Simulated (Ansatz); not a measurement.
Ta2N, response to strain

The parent structure is Ta2N (space group P-31m, No. 162; a cell from a computed database, its experimental status unchecked).

```
Ta2N
1.0
    5.26456     0.00000     0.00000
   -2.63228     4.55925     0.00000
    0.00000     0.00000     4.91126
Ta N
6 3
Direct
  0.66689   0.66689   0.75278
  0.33311   0.33311   0.24722
  0.33311   0.00000   0.75278
  0.66689   0.00000   0.24722
  0.00000   0.33311   0.75278
  0.00000   0.66689   0.24722
  0.66667   0.33333   0.50000
  0.33333   0.66667   0.50000
  0.00000   0.00000   0.00000
```

Cartesian axes are those of the cell as printed.

Strains are applied to the cell and any free atomic positions relax; under biaxial strain the out-of-plane vector relaxes too; under stress the whole cell relaxes.

Calculations: PBEsol in Ansatz (plane waves to 420 eV, PAW, without spin-orbit coupling).

Notes on the quantities. energy relative to the base: free energy F; pressure: mean of the normal stresses, compression positive.

```tsv
case	shortest interatomic distance	energy relative to the base	pressure
base	2.133 Å	0 meV/atom	0.0 GPa
biaxial strain −4.48 %, plane normal [001], relaxed out of plane	2.102 Å	+88 meV/atom	16.8 GPa
biaxial strain +2.14 %, plane normal [001], relaxed out of plane	2.152 Å	+19 meV/atom	-7.0 GPa
biaxial strain +4.73 %, plane normal [001], relaxed out of plane	2.176 Å	+87 meV/atom	-14.2 GPa
uniaxial stress, 3 GPa tension along z	2.135 Å	+1.0 meV/atom	–
```

Without a gap, meshes like the base's 10×10×10 leave anisotropic stresses uncertain by several tenths of a GPa, and small strain energies with them. Beyond what the load breaks, stability against distortions was not tested. The final runs are not spin-polarised. An odd electron count without spin: Ta2N.

Ansatz is a first-principles code.
